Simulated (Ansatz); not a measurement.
An Ansatz (a program for electronic structure) input (DFT with r2SCAN, PAW potentials and a 500 eV plane-wave cutoff in Ansatz, scalar-relativistic without spin-orbit coupling):

Ansatz 0.2 input:
```yaml
crystal:
  lattice:
    - [4.7578125317, 0, 0]
    - [0, 4.7578125317, 0]
    - [0, 0, 4.7578125317]
  atoms:
    - { symbol: Si, position: [0.164456898, 0.335543102, 0.664456898] }
    - { symbol: Si, position: [0.335543102, 0.664456898, 0.164456898] }
    - { symbol: Si, position: [0.664456898, 0.164456898, 0.335543102] }
    - { symbol: Si, position: [0.835543102, 0.835543102, 0.835543102] }
    - { symbol: Os, position: [0.8764093705, 0.6235906295, 0.3764093705] }
    - { symbol: Os, position: [0.6235906295, 0.3764093705, 0.8764093705] }
    - { symbol: Os, position: [0.3764093705, 0.8764093705, 0.6235906295] }
    - { symbol: Os, position: [0.1235906295, 0.1235906295, 0.1235906295] }
basis: { ecutwfc: 500, ecutrho_ratio: 4, xc_grid: 4, fft_grid_basis: typed }
kpoints: { mp_grid: { grid: [7, 7, 7] } }
hamiltonian:
  xc: r2scan
  dispersion: none
  pseudopotentials: { kind: paw }
scf: { occupations: { method: fermi_dirac, width: 0.05 }, convergence: { dr2_threshold: 0.0000000008 } }
output: { forces: true, stress: true }
```

Which symmetry and how many k-points will the program report, and about how many plane waves at Γ?

Space group P213 (ITA 198) with 12 operations, k-points 24 of 343, and 2777 plane waves at Γ.

Whether these cells are dynamically stable was not tested. The cell is OsSi (space group P2_13, No. 198).
